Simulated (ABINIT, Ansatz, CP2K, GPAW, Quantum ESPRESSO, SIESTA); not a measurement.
# One structure in several programs: KCrCl₃ (P4mm, 5 atoms in the cell)

Self-consistent single point, at a second geometry (lattice scaled by 0.98). First geometry:

```yaml
crystal:
  lattice:
    - [4.97792, 0.00000, 0.00000]
    - [0.00000, 4.97792, 0.00000]
    - [0.00000, 0.00000, 4.97062]
  atoms:
    - { symbol: K, position: [0.00000, 0.00000, 0.99676] }
    - { symbol: Cr, position: [0.50000, 0.50000, 0.48507], spin: 3.0 }
    - { symbol: Cl, position: [0.50000, 0.00000, 0.48536] }
    - { symbol: Cl, position: [0.00000, 0.50000, 0.48536] }
    - { symbol: Cl, position: [0.50000, 0.50000, 0.98504] }
```
(The spins are starting values, not results.)

Shared settings, as Ansatz (a quantum-chemistry and plane-wave program) writes them: kpoints.mp_grid.grid = 5 5 5; scf.occupations.method = fermi_dirac; scf.occupations.width = 0.01 Ry. Potentials and cutoffs stand in the table.

```json
[
 {"code": "CP2K", "model": "PBEsol, GPW, DZVP-MOLOPT-SR-GTH basis, GTH-PBE potentials (GTH_POTENTIALS)", "ΔF from the first geometry (meV/atom)": "-10.0", "pressure (GPa)": "0.08", "largest force (eV/Å)": "0.032", "size of the net moment (μB/atom)": "0.80", "cutoff": "grid 600 Ry"},
 {"code": "Quantum ESPRESSO", "model": "PBEsol, GBRV 1.5 ultrasoft (PBESOL) pseudopotentials", "ΔF from the first geometry (meV/atom)": "-10.6", "pressure (GPa)": "-0.04", "largest force (eV/Å)": "0.026", "size of the net moment (μB/atom)": "0.80", "cutoff": "50 Ry"},
 {"code": "Ansatz", "model": "PBEsol, PAW files made with PBE", "ΔF from the first geometry (meV/atom)": "-10.5", "pressure (GPa)": "-0.02", "largest force (eV/Å)": "0.026", "size of the net moment (μB/atom)": "0.80", "cutoff": "default"},
 {"code": "SIESTA", "model": "GGA PBEsol, numerical atomic orbitals TZP, PseudoDojo PBEsol standard norm-conserving potentials (rewritten from UPF to PSML)", "ΔF from the first geometry (meV/atom)": "-20.4", "pressure (GPa)": "-1.04", "largest force (eV/Å)": "0.032", "size of the net moment (μB/atom)": "0.80", "cutoff": "grid 300 Ry"},
 {"code": "GPAW", "model": "PBEsol, GPAW PAW datasets PBEsol (made by gpaw-setup)", "ΔF from the first geometry (meV/atom)": "-8.9", "pressure (GPa)": "0.16", "largest force (eV/Å)": "0.026", "size of the net moment (μB/atom)": "0.80", "cutoff": "800 eV"},
 {"code": "ABINIT", "model": "PBEsol, norm-conserving pseudopotentials (PseudoDojo nc-sr-04 PBEsol standard)", "ΔF from the first geometry (meV/atom)": "-10.0", "pressure (GPa)": "0.05", "largest force (eV/Å)": "0.026", "size of the net moment (μB/atom)": "0.80", "cutoff": "47 Ha"}
]
```

Size of the force on each atom (eV/Å): Sizes of forces hide their directions.

```
code                 K1    Cr2    Cl3    Cl4    Cl5
----------------  -----  -----  -----  -----  -----
CP2K              0.032  0.006  0.007  0.007  0.009
Quantum ESPRESSO  0.026  0.009  0.005  0.005  0.009
Ansatz            0.026  0.009  0.004  0.004  0.009
SIESTA            0.032  0.009  0.009  0.009  0.002
GPAW              0.026  0.009  0.005  0.005  0.008
ABINIT            0.026  0.009  0.004  0.004  0.009
```

On Ansatz's run: with one magnetic atom in the cell only a parallel order is possible.

The spread over the programs that give each value: ΔF from the first geometry within 11.5 meV/atom; pressure within 1.20 GPa; largest force within 0.006 eV/Å; size of the net moment within 0.00 μB/atom.

CP2K and SIESTA use small atom-centred bases, whose incompleteness enters pressures, forces and empty levels differently from a plane-wave cutoff. Ansatz's pressure is given at a fixed set of plane waves, as the other plane-wave codes print theirs. In the pressure, SIESTA (by 1.05) lies more than 1 GPa from the median of the plane-wave programs.

The starting cell comes from a database of computed structures (which also holds hypothetical and non-ambient phases and stackings), without a prior relaxation at this level. For this run, on top of that: lattice scaled by 0.98.

Keys are those of Ansatz 0.2.
